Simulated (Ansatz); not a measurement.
Take SiGe in the CsCl type structure (space group Pm-3m, No. 221; a = 3.2516 Å; a hypothetical phase, not in the database extracts checked) as the base.

(Cell as relaxed with PBE.)

Levels (all Ansatz, a first-principles code, PAW): PBE (420 eV, without spin-orbit coupling); PBEsol (420 eV, spin-orbit coupling left out).

Each level relaxes its own structure.

| base | PBE | PBEsol |
|---|---|---|
| volume per atom | 17.19 Å³ | 16.38 Å³ |
| lattice parameter a | 3.252 Å | 3.200 Å |
| band gap | zero | zero |

It is then changed as follows: cell and atoms relaxed at a pressure of 0.3 GPa.

| quantity | PBE | PBEsol |
|---|---|---|
| shortest interatomic distance | 2.812 Å | 2.768 Å |
| band gap | zero | zero |

PBE's shortest interatomic distance lies 0.044 Å above PBEsol's (1.6 %); the two agree on the band gap. Neither level is exact; PBEsol is the comparison here, not a measurement.

Load acts through the strain it causes; cell and atoms are relaxed under it. Stability against distortions was not tested. The final runs are not spin-polarised.
